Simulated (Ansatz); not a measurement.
# Hypothetical Fm-3m WGe2 under a change: 3 layers

Start from WGe₂ (space group Fm-3m, No. 225; a = 6.048 Å; a hypothetical phase, not in the database extracts checked). Axes: x, y, z lie along the cube axes.

Modification: a free-standing slab of 3 layers (9 atoms, 3 a layer) is cut normal to [111], with 15 Å of vacuum and the in-plane cell held at bulk.

Computed with Kohn–Sham DFT with the PBEsol functional, run in Ansatz (a program for electronic structure) with PAW and 420 eV plane waves, no spin-orbit coupling. k-mesh 13×13×1 (Γ-centred); smearing 0.05 eV (Fermi–Dirac), for the changed cell.

| quantity | base | changed | shift |
|---|---|---|---|
| layer's space group (with vacuum) | – | P-3m1 (No. 164) | – |
| shortest interatomic distance | 2.619 Å | 2.543 Å | -0.076 Å |
| band gap | zero | zero | – |
| excess energy per area of both faces (slab less bulk energy over the cell's area: twice a surface energy) (uncertain by up to 0.09 J/m²) | – | 1.7 J/m² | – |
| thickness between the outermost nuclei | – | 8.51 Å | – |
| change of the spacing d12 from its bulk value of 0.873 Å | – | 0.0 % | – |
| change of the spacing d23 from its bulk value of 0.873 Å | – | -8.4 % | – |

Slab and bulk use different k-meshes, which limits the precision of the excess energy. Spin-orbit coupling, missing from the scalar runs, can matter with W. Stability against distortions was not tested. The final runs are not spin-polarised. WGe2 has a high density of states at the Fermi level and may be magnetic at this level. The zero or small gap of WGe2 can change with the level of theory.
